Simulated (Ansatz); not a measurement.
Start from a 12-atom supercell of WSe₂ in the 2H-MoS2 type structure (space group P6_3/mmc, No. 194; a = 3.279 Å, c = 12.786 Å; layered, stacked along the Cartesian z axis) at its relaxed geometry.

Calculations: PBE-D3(BJ) (Ansatz, a program for electronic structure), spin-orbit coupling left out.

For the base:

```
Quantity    Value
--------  -------
Pressure  0.0 GPa
```

One thing is altered: a neutral Se on a W site (antisite), atoms relaxed at fixed cell, starting from a slightly rattled geometry.

Tabulated Pauling electronegativity and covalent radius: W 2.36, 1.62 Å; Se 2.55, 1.20 Å.

**Question.** Predict the new largest displacement of a host atom from its site in the perfect cell.

**Answer.** The largest displacement of a host atom from its site in the perfect cell is 0.25 Å.

**Question.** Predict the new pressure.

**Answer.** The pressure goes from zero to 3.4 GPa.

**Question.** What does the calculation give for the shift of the substituted atom off its lattice site after the change?

**Answer.** The shift of the substituted atom off its lattice site amounts to 0.53 Å.

Other magnetic orders, which the real material may have, were not ruled out. The cell is small, so the values are those of an ordered compound at a high defect concentration; dilute-limit values will differ. A case with no gap was solved on a k-mesh chosen for an insulator, which is coarse for it. Starting moments died away, wholly or in part, for Se on a W site (antisite); another magnetic solution may exist. The defect cell is spin-polarised and ends with 0.1 μB.
